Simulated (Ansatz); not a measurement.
NbPd3 (I4/mmm, No. 139, 4 atoms in the cell; start mp-1135), treated with LDA (Ansatz, a quantum-chemistry and plane-wave program, PAW).

Numerical settings: plane-wave cutoff 520 eV, 20×20×20 k mesh, Fermi–Dirac smearing 0.05 eV, no spin polarisation, scalar-relativistic PAW data made under PBE.

Cell (relaxed at this level):

```yaml
crystal:
  lattice:
    - [-1.92365, 1.92365, 3.95201]
    - [1.92365, -1.92365, 3.95201]
    - [1.92365, 1.92365, -3.95201]
  atoms:
    - { symbol: Nb, position: [0.00000, 0.00000, 0.00000] }
    - { symbol: Pd, position: [0.50000, 0.50000, 0.00000] }
    - { symbol: Pd, position: [0.75000, 0.25000, 0.50000] }
    - { symbol: Pd, position: [0.25000, 0.75000, 0.50000] }
```

Give the computed bulk modulus B0.


* **bulk modulus B0**: 246 GPa

Note: the run has no spin polarisation, so it can have missed a magnetic state; the bulk modulus is −V dP/dV from two relaxed cells at ±2 % in volume; the relaxation could not lower the start's symmetry, so the cell can be a saddle point above a distorted one.

It cost roughly 6 core-minutes of CPU time.

A start named mp-… is a Materials Project structure, which need not be a measured phase.
